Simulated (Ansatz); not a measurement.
The parent structure is SnO₂ in the rutile structure (space group P4_2/mnm, No. 136; a = 4.722 Å, c = 3.190 Å). Axes: x, y, z lie along a, b, c of the conventional cell.

Method: LDA (Ansatz, a quantum-chemistry and plane-wave program), no spin-orbit coupling.

Strains are applied to the cell and any free atomic positions relax.

One change was made to it. Results:

The energy grows by 0.3 meV/atom; the band gap rises by 0.06 eV (1.16 eV → 1.22 eV).

Problem. Which change produced these results?
(A) uniaxial strain ε_xx = −1.20 %
(B) uniaxial strain ε_xx = −0.60 %
(C) uniaxial strain ε_xx = −3.00 %
(D) uniaxial strain ε_xx = −1.80 %

Solution. B, uniaxial strain ε_xx = −0.60 %. For comparison, the band gap in the other runs: uniaxial strain ε_xx = −1.20 % gives 1.29 eV; uniaxial strain ε_xx = −1.80 % gives 1.36 eV; uniaxial strain ε_xx = −3.00 % gives 1.51 eV.

Stability against distortions was not tested.
